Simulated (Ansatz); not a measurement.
Input for antipolar orthorhombic HfO2 with Nb and N, 48 sites:

Ansatz 0.2 input:
```yaml
crystal:
  lattice:
    - [10.201928413, -0.005220521, 0.002765459]
    - [-0.005160142, 10.079606822, 0.005895934]
    - [0.001426853, 0.003077632, 5.266843972]
  atoms:
    - { symbol: Nb, position: [0.373433505, 0.126824263, 0.472531554] }
    - { symbol: Hf, position: [0.877325919, 0.115743103, 0.463365125] }
    - { symbol: Hf, position: [0.124134847, 0.884524825, 0.535253525] }
    - { symbol: Hf, position: [0.621892216, 0.885890202, 0.531447049] }
    - { symbol: Hf, position: [0.374248897, 0.885547843, 0.963319022] }
    - { symbol: Hf, position: [0.873318804, 0.884099783, 0.963126182] }
    - { symbol: Hf, position: [0.127984922, 0.115587967, 0.035073491] }
    - { symbol: Hf, position: [0.626238512, 0.113937985, 0.033905083] }
    - { symbol: Hf, position: [0.125293039, 0.384150102, 0.536082843] }
    - { symbol: Hf, position: [0.625777322, 0.383269929, 0.53785917] }
    - { symbol: Hf, position: [0.37300452, 0.615581937, 0.464536317] }
    - { symbol: Hf, position: [0.872244121, 0.616029937, 0.464675359] }
    - { symbol: Hf, position: [0.122835534, 0.61538251, 0.035628939] }
    - { symbol: Hf, position: [0.622757985, 0.616592681, 0.035906067] }
    - { symbol: Hf, position: [0.378131468, 0.385092957, 0.965358434] }
    - { symbol: Hf, position: [0.875403752, 0.384449519, 0.965379519] }
    - { symbol: O, position: [0.498809893, 0.47670671, 0.263884892] }
    - { symbol: O, position: [0.997974454, 0.477904522, 0.261701499] }
    - { symbol: O, position: [0.000424958, 0.523119538, 0.739572123] }
    - { symbol: O, position: [0.500886041, 0.522142222, 0.739663114] }
    - { symbol: O, position: [0.250955632, 0.521698334, 0.761471029] }
    - { symbol: O, position: [0.75018521, 0.522243828, 0.761063361] }
    - { symbol: O, position: [0.248378717, 0.475959759, 0.239184079] }
    - { symbol: O, position: [0.74802691, 0.477696872, 0.23951307] }
    - { symbol: O, position: [0.250879403, 0.021034142, 0.737466285] }
    - { symbol: O, position: [0.748121655, 0.022814479, 0.738771355] }
    - { symbol: O, position: [0.253404681, 0.982660684, 0.267679991] }
    - { symbol: O, position: [0.753092157, 0.977519302, 0.261400159] }
    - { symbol: O, position: [0.002961885, 0.977058447, 0.23684441] }
    - { symbol: O, position: [0.504890796, 0.972620801, 0.227647635] }
    - { symbol: O, position: [0.496341222, 0.026995919, 0.751381556] }
    - { symbol: O, position: [0.999828058, 0.023085839, 0.760680173] }
    - { symbol: N, position: [0.315299868, 0.279331672, 0.623021157] }
    - { symbol: O, position: [0.811953281, 0.288849312, 0.627126002] }
    - { symbol: O, position: [0.188066602, 0.711021022, 0.373513697] }
    - { symbol: O, position: [0.687148346, 0.711558933, 0.372293339] }
    - { symbol: O, position: [0.436188748, 0.709134177, 0.125978587] }
    - { symbol: O, position: [0.937331842, 0.710817242, 0.126673275] }
    - { symbol: O, position: [0.061903977, 0.289068861, 0.873304993] }
    - { symbol: O, position: [0.566109378, 0.291041948, 0.880658593] }
    - { symbol: O, position: [0.060495076, 0.211682606, 0.36887801] }
    - { symbol: O, position: [0.558857189, 0.206219922, 0.379157679] }
    - { symbol: O, position: [0.438247672, 0.788900166, 0.628265056] }
    - { symbol: O, position: [0.937880789, 0.789614778, 0.626055296] }
    - { symbol: O, position: [0.187036972, 0.790198346, 0.875809807] }
    - { symbol: O, position: [0.687480455, 0.789460809, 0.871495897] }
    - { symbol: O, position: [0.316654281, 0.207835918, 0.127325402] }
    - { symbol: O, position: [0.810158487, 0.211297351, 0.129070776] }
basis:
  ecutwfc: 500
  ecutrho_ratio: 4
  xc_grid: 4
kpoints:
  mp_grid: { grid: [2, 2, 4] }
hamiltonian:
  xc: r2scan
  dispersion: none
  pseudopotentials: { kind: paw }
scf:
  n_extra_bands: 36
  occupations: { method: fermi_dirac, width: 0.01 }
  convergence: { dr2_threshold: 0.000000001 }
output:
  eigenstates: { kpoints: [[0, 0, 0]], e_range: [-4, 6], localisation: true }
  eigenvalues: true
```

Method: r2SCAN (plane waves to 500 eV, PAW; Ansatz, a program for electronic structure). No spin–orbit coupling; the runs are not spin-polarised. Its k-point mesh 2×2×4, Fermi–Dirac width 0.01 eV.

Task: What does the end of the output print (band table and long remarks left out, numbers rounded to eight decimals)?

Result: 
```
SCF converged after 12 iterations
Free energy (F): -258665.208089 eV
Harris-Foulkes:  -258665.208089 eV  (|F-HF|=4.07e-10)
Internal energy: -258665.208089 eV  (E = F + TS)
E sigma→0 (E₀):  -258665.208089 eV
Fermi energy:    16.266955 eV
--- Per-component energies (eV) ---
  E_band       = -300.696373
  E_kinetic    = 12291.954509
  E_local      = -91408.556884  (includes V_loc(G=0)·N_el)
  E_nonlocal   = -17081.794768
  E_hartree    = 41679.558617
  E_xc         = -6760.135099
  E_vxc        = -7995.416905  (∫ρ·V_xc dr)
  E_paw        = -112445.311856  (= ΣΔE_a)
  E_vpaw       = 20092.873513  (= ΣTr[D̂ρ^β])
  E_aug_tail   = 0.032390  (compensation charges beyond the density's cutoff)
  E_vtau       = 441.096151  (kinetic-family band-sum trace: ∫τ·v_τ [+ j·A + Jᵃ·Aᵃ] dr)
  E_ewald      = -84944.565664
  E_core_change = 3.610664  (= ΣΔE_core)
  E_smearing   = 0.000000  (= −TS)
  E_closure    = 0.000000  (closes the sum)
  Σ components = -258665.208089   (vs F -258665.208089, Δ=0.00e0)
```

Cost: very roughly 6 core-minutes.
